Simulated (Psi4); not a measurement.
Psi4 1.11, B3LYP/def2-svp: Sn(H)4 ([SnH4]), 5 atoms. The geometry is a generated start, not checked to be a minimum at this level.

```json
{
 "task": "energy",
 "method": "b3lyp",
 "basis": "def2-svp",
 "memory": "3 GB",
 "maxiter": "100",
 "keys_of_the_molecule_block": "symmetry c1",
 "scf_type": "df (default)",
 "e_convergence": "1e-06 (default)",
 "d_convergence": "1e-06 (default)",
 "dft_radial_points": "75 (default)",
 "dft_spherical_points": "302 (default)",
 "effective_core_potentials": "those of the basis set, past Kr",
 "basis_functions": "46",
 "grid_points": "108956"
}
```

```xyz
5

Sn    -0.0001     0.0046     0.0026
H     -1.0813     1.1244    -0.4817
H      0.2108    -1.0898    -1.1917
H     -0.5626    -0.7679     1.3338
H      1.4333     0.7286     0.3370
```

With the defaults (diis = true, scf_initial_accelerator = adiis, damping_percentage = 0, guess = auto, which took SAD, diis_max_vecs = 10, soscf = false, soscf_start_convergence = 0.01, level_shift = 0, level_shift_cutoff = 0.01, diis_start = 1) it converges in 6 SCF iterations. One run each on 2 threads, with these changes:
- level_shift = 0.1, level_shift_cutoff = 0.001
- guess = huckel
- diis_max_vecs = 3
- scf_initial_accelerator = ediis
- diis_start = 4
- soscf = true, soscf_start_convergence = 0.001
- guess = sap
- diis = false, scf_initial_accelerator = none, damping_percentage = 60
- guess = sapgau

Problem. Which of these changes keep the SCF from converging, or lead it to another solution?

Solution. No convergence: diis = false, scf_initial_accelerator = none, damping_percentage = 60 (the run ends without SCF convergence in 100 iterations). The rest reach the solution of the defaults.

```json
[
 {"setting": "soscf = true, soscf_start_convergence = 0.001", "SCF iterations": "5", "JK calls": "11", "end": "same solution"},
 {"setting": "the defaults", "SCF iterations": "6", "JK calls": "7", "end": "same solution"},
 {"setting": "scf_initial_accelerator = ediis", "SCF iterations": "6", "JK calls": "7", "end": "same solution"},
 {"setting": "guess = huckel", "SCF iterations": "7", "JK calls": "17", "end": "same solution"},
 {"setting": "diis_max_vecs = 3", "SCF iterations": "7", "JK calls": "8", "end": "same solution"},
 {"setting": "level_shift = 0.1, level_shift_cutoff = 0.001", "SCF iterations": "7", "JK calls": "8", "end": "same solution"},
 {"setting": "guess = sap", "SCF iterations": "8", "JK calls": "8", "end": "same solution"},
 {"setting": "diis_start = 4", "SCF iterations": "8", "JK calls": "9", "end": "same solution"},
 {"setting": "guess = sapgau", "SCF iterations": "10", "JK calls": "10", "end": "same solution"},
 {"setting": "diis = false, scf_initial_accelerator = none, damping_percentage = 60", "SCF iterations": "100", "JK calls": "101", "end": "no convergence"}
]
```

An SOSCF iteration holds several JK calls; a Hückel guess adds calls on atoms.
